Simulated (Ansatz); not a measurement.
## The (100) surface of rock-salt TiC, Nb on half the Ti sites of the top plane, c(2x2) (bottom of the slab: a bare face, its two planes held)

Method: PBE (plane waves to 420 eV, PAW; Ansatz, an electronic-structure program).

Slab: 24 atoms, 10.8 Å thick at the start with caps and adatoms (thin: gaps and levels are the slab's own); k 9x9x1, smearing 0.1 eV, dipole-corrected; 8 atoms held, the rest relaxed; start symmetry kept, larger cells not searched; no spin, no spin-orbit, no U. It is one candidate, not shown to be the stable structure of the face.

```json
{
  "work_function_of_the_top_face": "3.97 eV",
  "energy_released_by_relaxation": "0.33 eV",
  "cost": "very roughly 3 core-minutes"
}
```
